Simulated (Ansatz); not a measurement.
Consider CdTe in the zinc blende structure (space group F-43m, No. 216).

```yaml
crystal:
  lattice:
    - [0.00000, 3.30930, 3.30930]
    - [3.30930, 0.00000, 3.30930]
    - [3.30930, 3.30930, 0.00000]
  atoms:
    - { symbol: Te, position: [0.75000, 0.75000, 0.75000] }
    - { symbol: Cd, position: [0.00000, 0.00000, 0.00000] }
```

Computed with PBE, PAW, 420 eV (Ansatz, a quantum-chemistry and plane-wave program; spin-orbit coupling left out), earlier PAW set.

For the base:

Band gap: 0.58 eV
Width of the top valence band: 1.94 eV
Hole mass: 0.053, 0.57, 0.57 mₑ (at Γ)

One thing is altered: every lattice vector is shortened by 3.19 %, atoms relaxed at fixed cell.

Q: What does the calculation give for the band gap after the change?

A: The band gap grows by 0.292 eV (0.58 eV → 0.88 eV).

Q: Estimate the effect on the width of the top valence band.

A: The width of the top valence band grows by 0.40 eV to 2.34 eV.

Q: How does this affect the hole mass?

A: The hole mass (degenerate bands, along [100]) changes from 0.053, 0.57, 0.57 mₑ (at Γ) to 0.071, 0.49, 0.49 mₑ (at Γ).

Q: Estimate the effect on the energy relative to the base.

A: The energy increases by 41 meV/atom.

Spin-orbit coupling, missing from the scalar runs, can matter with Te. The cells carry an imposed strain or load. Masses are band curvatures over ±0.01 Å⁻¹ around the edge. No phonon test of stability was made.
